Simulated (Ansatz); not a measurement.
# Element substitutions in ScAl3

Consider ScAl3 in the Cu3Au type structure (space group Pm-3m, No. 221; a = 4.086 Å).

Each row replaces one element on all its sites; cell and atoms are relaxed.

All numbers come from Kohn–Sham DFT with the r2SCAN functional, run in Ansatz (a first-principles code) with PAW and 500 eV plane waves, without spin-orbit coupling.

Before the change:

| Quantity | Value |
|---|---|
| Lattice parameter a | 4.086 Å |

### Question
The aim is a lattice parameter a between 3.139 Å and 3.388 Å. Which of these changes reaches it?
(A) Sc → Y
(B) Sc → K
(C) Al → B

### Answer
C, Al → B. It gives 3.322 Å; Sc → Y gives 4.244 Å; Sc → K gives 4.506 Å. Changes not listed may reach it too

Whether these cells are dynamically stable was not tested. As relaxed here, ScB3 and KAl3 are hypothetical phases, not in the database extracts checked. For YAl3 in this form, whether it has been made was not checked. The final runs are not spin-polarised.
